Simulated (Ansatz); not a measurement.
## Ge₃N₄ (Fd-3m, No. 227, 14 atoms in the cell; start mp-476)

Calculation: HSE06 (plane waves, PAW; Ansatz, a quantum-chemistry and plane-wave program).

Settings: plane-wave cutoff 500 eV, 6×6×6 k mesh, gaussian smearing 0.02 eV, scalar-relativistic PAW data made under PBE.

Cell (relaxed with PBEsol):

Space group Fd-3m, origin choice 1 (No. 227); a = b = c = 8.2316 Å, α = β = γ = 90.00°

```csv
atom,site,symmetry,x,y,z
Ge,16c,.-3m,0.1250,0.1250,0.1250
Ge,8b,-43m,0.5000,0.5000,0.5000
N,32e,.3m,0.3669,0.3669,0.3669
```
(The calculation used a cell of 14 atoms; values per cell refer to that cell.)

For Ge₃N₄ (Fd-3m, No. 227, 14 atoms in the cell; start mp-476), the band gap is 3.44 eV (on the SCF k mesh).

Note: cell and atoms aren't relaxed at this level (pressure -3.8 GPa).

Spin–orbit coupling is not included.

The computed numbers hold no vibrational or temperature effects.

A start named mp-… is a Materials Project structure, which need not be a measured phase.
